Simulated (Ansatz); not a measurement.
The starting structures come from a database of crystals and need not be the phases stable at ambient conditions.

 Where the default PAW files enter, the runs use the earlier of Ansatz's two default sets.

Inside the gap of an insulator the Bloch states are evanescent, with a wavenumber k + iκ along the transport direction.

Input:

```
RbHO
1.0
    5.88919     0.00000     0.00000
    1.03132     5.86244     0.00000
    2.93317    -0.51600     2.89901
Rb H O
2 2 2
Direct
  0.82666   0.28828   0.42334
  0.17334   0.71172   0.57666
  0.52215   0.92235   0.72785
  0.47785   0.07765   0.27215
  0.67096   0.76989   0.57904
  0.32904   0.23011   0.42096
```

Space group of this cell: P2_1/m. The cell is taken as given.

Transport runs along the normal of the first two printed cell vectors.

The gap is the functional's own. No spin-orbit coupling. Mid-gap values are interpolated on the energy grid.

Question: Compute, with Ansatz (a first-principles code) with PBEsol, the band gap and the smallest decay constant κ at mid-gap.

Answer: Gap 3.17 eV on a 10×6×10 mesh; κ = 0.313 1/Å, at the zone centre.
